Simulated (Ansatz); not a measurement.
# Effect of pressure −1 GPa on WS2

The reference is WS2 in the 2H-MoS2 type structure (space group P6_3/mmc, No. 194; a = 3.115 Å, c = 11.773 Å; layered, stacked along the Cartesian z axis).

Now apply this change: hydrostatic tension (pressure −1 GPa).

The values are results of PBEsol-D3(BJ)/PAW in Ansatz (a quantum-chemistry and plane-wave program), without spin-orbit coupling, not measurements. k-mesh 12×12×3 (Γ-centred); smearing 0.05 eV (Fermi–Dirac).

```tsv
quantity	base	changed	shift
volume per atom	16.49 Å³	16.74 Å³	+0.25 Å³
density	8.33 g/cm³	8.20 g/cm³	-0.13 g/cm³
lattice parameter a	3.115 Å	3.123 Å	+0.008 Å
c/a ratio	3.780	3.808	+0.028
shortest interatomic distance	2.389 Å	2.391 Å	+0.0028 Å
enthalpy H = E + PV relative to the base's energy	–	-0.10 eV/atom	–
band gap	0.65 eV	0.72 eV	+0.07 eV
gap character	indirect, Γ → K–Γ (44 % along)	indirect, Γ → K–Γ (44 % along)	–
mean gap deformation potential ΔEg/Δln V	–	+4.4 eV	–
width of the top valence band	2.05 eV	2.01 eV	-0.04 eV
hole mass	0.96 mₑ along c, 0.46 mₑ across (at Γ)	0.91 mₑ along c, 0.49 mₑ across (at Γ)	–
valence-band top at Γ (three highest levels, from the VBM)	0.00, -1.26, -1.60 eV	0.00, -1.32, -1.52 eV	–
```

Cost of the whole job for the changed cell (relaxation, final SCF and bands): about 50 core-seconds (a rough figure).

With W present, leaving out spin-orbit coupling can change the band edges. Load acts through the strain it causes; cell and atoms are relaxed under it. Masses are band curvatures over ±0.01 Å⁻¹ around the edge. No phonon test of stability was made.
